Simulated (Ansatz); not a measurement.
The starting structures come from a database of crystals and need not be the phases stable at ambient conditions.

 Where the default PAW files enter, the runs use the earlier of Ansatz's two default sets.

Tunnelling through a barrier is set by its complex band structure: the current falls as exp(−2κd) with the smallest κ.

Input:

```xyz
18
Lattice="3.6555 0.0000 0.0000 -0.8120 9.0580 0.0000 -1.6239 3.5758 7.2106" Properties=species:S:1:pos:R:3 pbc="T T T"
Ca    -0.7808     9.0069     6.5126
Ca     0.0312     5.2153     3.9009
Ca     1.8673     2.9113     1.6988
Ca     1.0553     8.6483     3.3457
La     1.2232    12.6181     7.1789
B      1.6440     6.5666     6.0742
B      2.4559     6.3432     1.6931
B     -0.7419    11.2396     4.3992
O      0.9871     7.6217     5.4620
O      1.7990     5.2173     2.1625
O      2.6597     6.5338     0.3238
O      1.8477     5.3613     5.3972
O     -0.7269     7.2811     2.6052
O      0.0850     3.1493     0.1622
O      1.8458     0.6211     1.2525
O     -0.7771     9.8531     4.3249
O      0.0349     2.9616     3.2505
O     -0.6746    11.8586     5.6474
```

Space group of this cell: Cm. The cell is taken as given; by r2SCAN its mean pressure is -3.3 GPa.

Transport runs along the normal of the first two printed cell vectors.

No gap correction and no spin-orbit coupling; mid-gap values are interpolated between computed energies.

Give the band gap and the smallest decay constant κ at mid-gap that r2SCAN (Ansatz, a first-principles code) yields.

Gap 4.84 eV on a 8×4×4 mesh; κ = 0.445 1/Å, at the zone centre.
